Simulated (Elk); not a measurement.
Input and output of a self-consistent single point for BaCd2 (Imma, 6 atoms in the cell) (Elk)

Method: PBEsol, all-electron FP-LAPW, Elk's shipped species files, APW+lo basis with extra local orbitals (Elk).

This input was run:

```
tasks
  0

xctype
  22

rgkmax
  8.0

gmaxvr
  16.0

nxlo
  2

lorbcnd
  .true.

lmaxi
  3

swidth
  0.00367493

maxscl
  100

avec
   -4.9141439700    7.7785001228    8.0341290449
    4.9141439700   -7.7785001228    8.0341290449
    4.9141439700    7.7785001228   -8.0341290449

atoms
  2
  'Ba.in'
  2
  0.7013300000  0.4513300000  0.2500000000    0.0 0.0 0.0
  0.2986700000  0.5486700000  0.7500000000    0.0 0.0 0.0
  'Cd.in'
  4
  0.7265300000  0.1640700000  0.5624600000    0.0 0.0 0.0
  0.2734700000  0.8359300000  0.4375400000    0.0 0.0 0.0
  0.1016100000  0.1640700000  0.9375400000    0.0 0.0 0.0
  0.8983900000  0.8359300000  0.0624600000    0.0 0.0 0.0

ngridk
  4 4 4
```

Output (repeated stretches shortened):

```
│ Elk code version 10.2.4 │

All units are atomic (Hartree, Bohr, etc.)

│ Ground-state run starting from atomic densities │

Lattice vectors :
  -4.914143970       7.778500123       8.034129045
   4.914143970      -7.778500123       8.034129045
   4.914143970       7.778500123      -8.034129045

Unit cell volume      :    1228.407709
Brillouin zone volume :   0.2019282455

Muffin-tin inner radius fraction :   0.1000000000E-01

Nuclei treated as point charges

Species :    1 (Ba)
 parameters loaded from : Ba.in
 name : barium
 nuclear charge    :   -56.00000000
 electronic charge :    56.00000000
 atomic mass :    250331.8069
 muffin-tin radius :    2.800000000
 number of radial points in muffin-tin :    697
 atomic positions (lattice), magnetic fields (Cartesian) :
   1 :   0.20133000  0.45133000  0.25000000    0.00000000  0.00000000  0.00000000
   2 :  -0.20133000 -0.45133000 -0.25000000    0.00000000  0.00000000  0.00000000

Species :    2 (Cd)
 parameters loaded from : Cd.in
 name : cadmium
 nuclear charge    :   -48.00000000
 electronic charge :    48.00000000
 atomic mass :    204912.7175
 muffin-tin radius :    2.600000000
 number of radial points in muffin-tin :    597
 atomic positions (lattice), magnetic fields (Cartesian) :
   1 :   0.22653000  0.16407000 -0.43754000    0.00000000  0.00000000  0.00000000
   2 :  -0.22653000 -0.16407000  0.43754000    0.00000000  0.00000000  0.00000000
   3 :  -0.39839000  0.16407000 -0.06246000    0.00000000  0.00000000  0.00000000
   4 :   0.39839000 -0.16407000  0.06246000    0.00000000  0.00000000  0.00000000

Total number of atoms per unit cell :    6

Spin treatment :
 spin-unpolarised

Number of Bravais lattice symmetries :    8
Number of crystal symmetries         :    8
Crystal has inversion symmetry
Real symmetric eigensolver will be used

k-point grid :      4     4     4
k-point offset :    0.000000000       0.000000000       0.000000000
k-point set is reduced with full crystal symmetry group
Total number of k-points :       18

Muffin-tin radius times maximum |G+k| :    8.000000000
 using average radius
Maximum |G+k| for APW functions       :    3.000000000
Maximum (1/2)|G+k|²                   :    4.500000000
Maximum |G| for potential and density :    16.00000000
 potential will be trimmed for |G| > 2 gkmax
Constant for pseudocharge density :   11
Radial integration step length :    4

G-vector grid sizes :     63    63    63
Number of G-vectors :    84847

Maximum angular momentum used for
 APW functions                      :    8
 outer part of muffin-tin           :    6
 inner part of muffin-tin           :    3

Total nuclear charge    :   -304.0000000
Total core charge       :    192.0000000
Total valence charge    :    112.0000000
Total excess charge     :    0.000000000
Total electronic charge :    304.0000000

Effective Wigner radius, rₛ :   0.9880830443

Number of empty states         :   24
Total number of valence states :   80
Total number of core states    :  192

Conduction state local-orbitals added automatically
Total number of local-orbitals :  494

Exchange-correlation functional :     22     0     0
 PBEsol, Phys. Rev. Lett. 100, 136406 (2008)
 gradient requirement :    1
 generalised gradient approximation (GGA)

Smearing type :    3
 Fermi-Dirac
Smearing width :   0.3674930000E-02
Effective electronic temperature (K) :    1160.451112

Mixing type :    3
 Broyden mixing, J. Phys. A: Math. Gen. 17, L317 (1984)

Kohn-Sham potential initialised from atomic data

│ Self-consistent loop started │
│ Loop number : 1 │
 total energy                :     -38648.7456203
│ Loop number : 2 │
 total energy                :     -38649.3135293
RMS change in Kohn-Sham potential (target) :   0.1037168752     (  0.1000000000E-05)
Absolute change in total energy (target)   :   0.5679090252     (  0.1000000000E-03)
│ Loop number : 3 │
 total energy                :     -38649.8953353
RMS change in Kohn-Sham potential (target) :   0.9849575408E-01 (  0.1000000000E-05)
Absolute change in total energy (target)   :   0.7237832436     (  0.1000000000E-03)
│ Loop number : 4 │
 total energy                :     -38649.5036624
RMS change in Kohn-Sham potential (target) :   0.8682408974E-01 (  0.1000000000E-05)
Absolute change in total energy (target)   :   0.2107271298     (  0.1000000000E-03)
│ Loop number : 5 │
 total energy                :     -38647.3223711
RMS change in Kohn-Sham potential (target) :   0.4129956783E-01 (  0.1000000000E-05)
Absolute change in total energy (target)   :    2.233973034     (  0.1000000000E-03)
│ Loop number : 6 │
 total energy                :     -38646.4330291
RMS change in Kohn-Sham potential (target) :   0.1289482488E-01 (  0.1000000000E-05)
Absolute change in total energy (target)   :    1.447835246     (  0.1000000000E-03)
│ Loop number : 7 │
 total energy                :     -38646.2879000
RMS change in Kohn-Sham potential (target) :   0.9350807831E-03 (  0.1000000000E-05)
Absolute change in total energy (target)   :   0.5070879942     (  0.1000000000E-03)
│ Loop number : 8 │
 total energy                :     -38646.3962330
RMS change in Kohn-Sham potential (target) :   0.1509410356E-03 (  0.1000000000E-05)
Absolute change in total energy (target)   :   0.1843894689E-01 (  0.1000000000E-03)
│ Loop number : 9 │
 total energy                :     -38646.4291929
RMS change in Kohn-Sham potential (target) :   0.4176573499E-04 (  0.1000000000E-05)
Absolute change in total energy (target)   :   0.2835012700E-01 (  0.1000000000E-03)
│ Loop number : 10 │
 total energy                :     -38646.4314413
RMS change in Kohn-Sham potential (target) :   0.3148225277E-04 (  0.1000000000E-05)
Absolute change in total energy (target)   :   0.9335909694E-02 (  0.1000000000E-03)
│ Loop number : 11 │
 total energy                :     -38646.4250891
RMS change in Kohn-Sham potential (target) :   0.1492566271E-04 (  0.1000000000E-05)
Absolute change in total energy (target)   :   0.4018199608E-02 (  0.1000000000E-03)
│ Loop number : 12 │
 total energy                :     -38646.4192212
RMS change in Kohn-Sham potential (target) :   0.1630063726E-05 (  0.1000000000E-05)
Absolute change in total energy (target)   :   0.6872392754E-02 (  0.1000000000E-03)
│ Loop number : 13 │
 total energy                :     -38646.4191595
RMS change in Kohn-Sham potential (target) :   0.3475266864E-06 (  0.1000000000E-05)
Absolute change in total energy (target)   :   0.1779842372E-02 (  0.1000000000E-03)
│ Loop number : 14 │
 total energy                :     -38646.4192639
RMS change in Kohn-Sham potential (target) :   0.1091650521E-06 (  0.1000000000E-05)
Absolute change in total energy (target)   :   0.3405929965E-03 (  0.1000000000E-03)
│ Loop number : 15 │
 total energy                :     -38646.4192739
RMS change in Kohn-Sham potential (target) :   0.2340719338E-07 (  0.1000000000E-05)
Absolute change in total energy (target)   :   0.7507531700E-04 (  0.1000000000E-03)
Convergence targets achieved

│ Loop number : 16 │

Energies :
 Fermi                       :     0.224491847078
 sum of eigenvalues          :     -23450.2319725
 electron kinetic            :      40823.0554120
 core electron kinetic       :      39549.5124496
 Coulomb                     :     -78470.4635539
 Coulomb potential           :     -62960.0790384
 nuclear-nuclear             :     -3125.08037672
 electron-nuclear            :     -87730.6873160
 Hartree                     :      12385.3041388
 Madelung                    :     -46990.4240347
 xc potential                :     -1313.20834606
 exchange                    :     -980.596943647
 correlation                 :     -18.4087572571
 electron entropic           :    -0.542747011218E-02
 total energy                :     -38646.4192703

Density of states at Fermi energy :    117.6578517
 (states/Hartree/unit cell)

Estimated indirect band gap :   0.5181798068E-02
 from k-point     18 to k-point     17
Estimated direct band gap   :   0.8004526575E-02
 at k-point     17

Charges :
 core                        :    192.0000000
 valence                     :    112.0000000
 interstitial                :    9.910168062
 muffin-tins (core leakage)
  species :    1 (Ba)
   atom    1                 :    53.69873464     (  0.5360996255E-05)
   atom    2                 :    53.69873464     (  0.5360996255E-05)
  species :    2 (Cd)
   atom    1                 :    46.67309066     (  0.2461315541E-03)
   atom    2                 :    46.67309066     (  0.2461315541E-03)
   atom    3                 :    46.67309066     (  0.2461315541E-03)
   atom    4                 :    46.67309066     (  0.2461315541E-03)
 total in muffin-tins        :    294.0898319
 total calculated charge     :    303.9939799
 total charge                :    304.0000000
 error                       :   0.6020121077E-02

│ Self-consistent loop stopped │
```

The run converged in 16 iterations. The count includes the last loop, which Elk runs after its targets are met.

The starting cell comes from a database of computed structures (which also holds hypothetical and non-ambient phases and stackings), without a prior relaxation at this level. Its lattice was rescaled by a random factor within 2.5 % of one. Values depend on the basis (sphere radii, cutoffs, local orbitals), which need not be converged. The log's line on a gap gives a spacing of levels on this mesh, which the program prints for metals too.

Cost on one core of a shared machine: roughly 3 min.
